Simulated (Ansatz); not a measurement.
A calculation on TiAl₃ (I4/mmm, No. 139) returned lattice constant a 3.779 Å, lattice parameter c 8.482 Å, cohesive energy 5.04 eV/atom.

Task: Which level of theory produced these numbers?
(A) LDA (Ansatz, an electronic-structure program)
(B) PBE-D3(BJ) (Ansatz)
(C) PBE (Ansatz)
(D) r²SCAN+rVV10 (Ansatz)

Result: A, LDA (Ansatz)

The others give: r²SCAN+rVV10 3.818 Å, 8.547 Å, 4.47 eV/atom; PBE 3.845 Å, 8.619 Å, 4.29 eV/atom; PBE-D3(BJ) 3.794 Å, 8.494 Å, 4.72 eV/atom.

Unless a cell is named, each level is at its own relaxed cell (LDA 15.14, PBE 15.93, PBE-D3(BJ) 15.29, r²SCAN+rVV10 15.58 Å³/atom).

The crystal itself was run without spin with r²SCAN+rVV10, PBE, PBE-D3(BJ), LDA; a magnetic state was not tried in these runs.

Ansatz's density-functional and Hartree–Fock values are scalar-relativistic unless marked +SOC, with PAW data made under PBE.
